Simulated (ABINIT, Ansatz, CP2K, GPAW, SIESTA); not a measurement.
**One structure in several programs: I (Cmce, 4 atoms in the cell)**

Band-structure calculation.

```
CELL_PARAMETERS angstrom
      2.40290    -3.64700     0.00000
      2.40290     3.64700     0.00000
      0.00000     0.00000     9.82231
ATOMIC_POSITIONS crystal
  I  0.84600 0.84600 0.88300
  I  0.65400 0.65400 0.38300
  I  0.34600 0.34600 0.61700
  I  0.15400 0.15400 0.11700
```

Shared settings, as Ansatz (a program for electronic structure) writes them: kpoints.mp_grid.grid = 4 4 2; scf.occupations.method = fermi_dirac; scf.occupations.width = 0.01 eV. Potentials and cutoffs stand in the table.

```tsv
code	model	gap along the path (eV)	smallest direct gap (eV)	cutoff
SIESTA	GGA PBE, numerical atomic orbitals DZP, PseudoDojo PBE standard norm-conserving potentials (rewritten from UPF to PSML)	1.06	1.19	grid 300 Ry
CP2K	PBE, GPW, DZVP-MOLOPT-PBE-GTH basis, GTH-PBE potentials (POTENTIAL_UZH)	1.11	1.24	grid 400 Ry
ABINIT	PBE, norm-conserving pseudopotentials (PseudoDojo nc-sr-05 PBE standard)	1.13	1.29	35 Ha
GPAW	PBE, GPAW PAW datasets PBE (gpaw-data 1.0.1)	1.15	1.30	550 eV
Ansatz	PBE, PAW files	1.15	1.32	420 eV
```

On Ansatz's run: spin-orbit coupling is off.

The spread over the programs that give each value: gap along the path within 0.09 eV; smallest direct gap within 0.13 eV.

SIESTA and CP2K use small atom-centred bases, whose incompleteness enters pressures, forces and empty levels differently from a plane-wave cutoff.

The starting cell has typed, rounded lattice constants, without a prior relaxation at this level. Its lattice was rescaled by a random factor within 2.5 % of one.

Left out of this page: Quantum ESPRESSO and Elk (not drawn, or without a comparable value).

Keys are those of Ansatz 0.2.
